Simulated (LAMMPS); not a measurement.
System: Al (fcc), 864 atoms, at 700 K and 0 GPa, heated as the crystal.

Computed with classical MD, pair style meam, file MoCoNiVFeAlCr_2nn.meam, run in LAMMPS.

Starting crystal:

```cif
data_Al4
_chemical_formula_sum 'Al4'
_space_group_name_H-M_alt 'Fm-3m'
_space_group_IT_number 225
_space_group_name_Hall '-F 4 2 3'
_cell_length_a 4.05000
_cell_length_b 4.05000
_cell_length_c 4.05000
_cell_angle_alpha 90.000
_cell_angle_beta 90.000
_cell_angle_gamma 90.000
loop_
_atom_site_label
_atom_site_type_symbol
_atom_site_symmetry_multiplicity
_atom_site_Wyckoff_symbol
_atom_site_fract_x
_atom_site_fract_y
_atom_site_fract_z
_atom_site_occupancy
Al1 Al 4 a 0.00000 0.00000 0.00000 1
```

Q: What does the simulation give for the volume per atom, the enthalpy per atom, the most common Al-Al-Al angle, the density?

A: volume per atom: 17.322 ± 0.002 Å³; enthalpy per atom: -3.1676 ± 0.0004 eV; most common Al-Al-Al angle: in the 3° bin centred on 58.5° (mean of all 97°); density: 2.5865 ± 0.0002 g/cm³.
